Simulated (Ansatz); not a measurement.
A 16-atom cell of Nb(N,C) started in the rock salt structure, site fractions N 0.500, C 0.500, short-range order -0.17 in the first shell of the mixed sites (0 is random, a negative value favours unlike neighbours), space group Imma at the end, an ordered arrangement that its symmetry holds. The mixed sublattice has 8 sites.

The mixing enthalpy is taken against the end members in the rock salt type (which need not be the stable form of NbN and NbC), relaxed in the same cell and mesh, with NbN held in the symmetric form, which may not be a minimum.

Method: PBE (plane waves to 420 eV, PAW; Ansatz, a quantum-chemistry and plane-wave program). Spin–orbit coupling is left out; the runs are not spin-polarised. Its k-point mesh 5×5×5, Fermi–Dirac width 0.05 eV.

```
cell   energy at zero smearing (eV)
-----  ----------------------------
NbN                      -39505.712
NbC                      -38434.613
Nb2CN                    -38970.540
```

**Question.** Work out the mixing enthalpy per mixed site and the interaction parameter Ω of a regular solution.

**Answer.** With x = 4/8 of the second end member, ΔH = [-38970.540 − 4/8 × (-39505.712) − 4/8 × (-38434.613)] / 8 = -47 meV against the separate end members. Ω = ΔH / x(1 − x) = -189 meV.
